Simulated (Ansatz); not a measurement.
The reference is NbAgO$_{3}$ in the cubic perovskite structure (space group Pm-3m, No. 221; a = 3.9499 Å; a cell from a computed database, its experimental status unchecked). Axes: x, y, z lie along the cube axes.

The change: biaxial strain +1.18 %, plane normal [001], relaxed out of plane (Cartesian); in-plane vectors clamped, the third vector and the atoms free.

Levels (all Ansatz, an electronic-structure program, PAW): PBEsol (420 eV, without spin-orbit coupling); HSE06 (420 eV, scalar-relativistic without spin-orbit coupling).

The geometry is relaxed with PBEsol.

| Property | Result |
|---|---|
| PBEsol lowest conduction level above the VBM at special points | X 1.35 eV; Z 1.35 eV; Γ 1.52 eV |

Task: Predict the lowest conduction level above the VBM at special points from HSE06.

Result: The lowest conduction level above the VBM at special points goes from X 1.35 eV; Z 1.35 eV; Γ 1.52 eV to X 2.65 eV; Z 2.66 eV; Γ 2.78 eV.

Single points use the geometry relaxed with PBEsol. HSE06 gaps are upper bounds (no full band path). The levels and masses belong to the bands next to the band gap. Stability against distortions was not tested. Many cubic perovskites are stable only at high temperature; tilts and polar distortions were not tested. k-point labels follow each cell's own Brillouin zone.
